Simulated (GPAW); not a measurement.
A self-consistent single point of TiFeH2 (P1, 8 atoms in the cell) with GPAW.

Method of the run: LDA (Perdew-Wang 92), GPAW PAW datasets LDA (gpaw-data 1.0.1) (plane waves; GPAW).

The change in words: atoms moved at random. Reference geometry:
```
CELL_PARAMETERS angstrom
      2.80811     0.00000     0.00000
      0.00000     4.73793     0.00000
      0.00000     0.00000     4.55451
ATOMIC_POSITIONS crystal
  Ti 0.50000 0.29982 0.28994
  Ti 0.50000 0.70018 0.78994
  Fe 0.00000 0.18703 0.78968
  Fe 0.00000 0.81297 0.28968
  H  0.50000 0.93246 0.44952
  H  0.50000 0.06754 0.94952
  H  0.00000 0.47856 0.55285
  H  0.00000 0.52144 0.05285
```

Reference input (self-consistent single point, DFT LDA (Perdew-Wang 92), plane waves, GPAW PAW datasets LDA (gpaw-data 1.0.1)): mode = pw; ecut = 850 eV; xc = LDA; kpts = 8 5 5; mesh shift (steps) = 0 0 0; occupations.name = methfessel-paxton; occupations.width = 0.1 eV; occupations.order = 0; nbands = -14; convergence.density = 1e-05 e/electron; convergence.energy = 1e-05 eV/electron; symmetry.symmorphic = false. This run's input differs from it in these lines:

```diff
@@ -8,10 +8,10 @@
                     [0.000000, 0.000000, 4.554512]],
-              scaled_positions=[[0.500000, 0.299820, 0.289940],
-                                [0.500000, 0.700180, 0.789940],
-                                [0.000000, 0.187030, 0.789680],
-                                [0.000000, 0.812970, 0.289680],
-                                [0.500000, 0.932460, 0.449520],
-                                [0.500000, 0.067540, 0.949520],
-                                [0.000000, 0.478560, 0.552850],
-                                [0.000000, 0.521440, 0.052850]],
+              scaled_positions=[[0.501769, 0.295195, 0.268735],
+                                [0.496118, 0.685970, 0.798587],
+                                [-0.008023, 0.194682, 0.804792],
+                                [0.001171, 0.816478, 0.302401],
+                                [0.535576, 0.942181, 0.439844],
+                                [0.471949, 0.081639, 0.947786],
+                                [0.002463, 0.472017, 0.552139],
+                                [-0.001023, 0.511838, 0.049697]],
               pbc=True)
```

Output (repeated stretches shortened):

```
     iter     time        total  log10-change:
                         energy   eigst   dens
iter:   1 --:--:--   -54.539157
iter:   2 --:--:--   -53.378131   -0.43  -1.15
iter:   3 --:--:--   -52.908043   -1.33  -1.25
iter:   4 --:--:--   -52.099797   -0.58  -1.32
iter:   5 --:--:--   -52.142219   -1.56  -1.74
   [... 5 lines left out ...]
iter:  11 --:--:--   -52.009307   -3.11  -2.53
iter:  12 --:--:--   -52.010110   -3.47  -2.80
iter:  13 --:--:--   -52.009836   -3.72  -2.90
iter:  14 --:--:--   -52.009399   -3.81  -2.98
iter:  15 --:--:--   -52.009411c  -4.10  -3.20
iter:  16 --:--:--   -52.009432c  -4.24  -3.28
iter:  17 --:--:--   -52.009335c  -4.62  -3.32
iter:  18 --:--:--   -52.009296c  -4.81  -3.46
iter:  19 --:--:--   -52.009331c  -4.96  -3.59
   [... 7 lines left out ...]
iter:  27 --:--:--   -52.009314c  -6.49  -4.43
iter:  28 --:--:--   -52.009315c  -6.57  -4.57
iter:  29 --:--:--   -52.009315c  -6.91  -4.63
iter:  30 --:--:--   -52.009315c  -7.28  -4.66
iter:  31 --:--:--   -52.009315c  -7.80c -4.71
iter:  32 --:--:--   -52.009315c  -7.81c -4.82
iter:  33 --:--:--   -52.009315c  -8.16c -5.12c
Converged after 33 iterations.

Dipole moment: (0.240254, 0.456910, 2.621908) |e|*Ang

Energy contributions relative to reference atoms: (reference = -115512.292693)

Kinetic:        +35.964845
Potential:      -33.644446
External:        +0.000000
XC:             -54.486164
Entropy (-ST):   -0.025688
Local:           +0.169294
SIC:             +0.000000
--------------------------
Free energy:    -52.022159
Extrapolated:   -52.009315

Showing only first 2 kpts
 Kpt  Band  Eigenvalues  Occupancy
  0    20      8.69297    2.00000
  0    21      8.84990    2.00000
  0    22      9.41845    0.17743
  0    23      9.65077    0.00000

  1    20      8.81569    2.00000
  1    21      8.92700    2.00000
  1    22      9.32983    0.92398
  1    23      9.48568    0.02147

Fermi level: 9.32308

No gap
   [... lines left out ...]
  2 Fe   -0.34421   -0.04556   -0.60964
  3 Fe    0.66659   -0.39670   -0.33495
  4 H    -0.65934   -0.24764    0.57993
  5 H     0.38213   -0.72881   -0.48439
  6 H    -0.05543    0.12540   -0.05641
  7 H    -0.00723    0.09065    0.10801

Stress tensor:
     0.046417     0.010973     0.001567
     0.010973     0.064395     0.007643
     0.001567     0.007643     0.052815
Stress (GPa, Voigt): [ 7.4369 10.3172  8.4619  1.2246  0.251   1.7581]
```

The run converged in 33 iterations. GPAW prints stress with tension positive. Against the reference run the free energy goes up by 28.1 meV/atom, the pressure goes from -11.34 to -8.74 GPa and the largest force goes from 0.121 to 1.329 eV/Å.

The starting cell comes from a database of computed structures (which also holds hypothetical and non-ambient phases and stackings), without a prior relaxation at this level. Its lattice was rescaled by a random factor within 2.5 % of one. For this run, on top of that: atoms moved at random. Spin polarisation is off. With a pressure of about -9 GPa the cell is away from its equilibrium volume at this level. Forces in this geometry exceed 1 eV/Å.

Cost on one core of a shared machine: roughly 3 min.
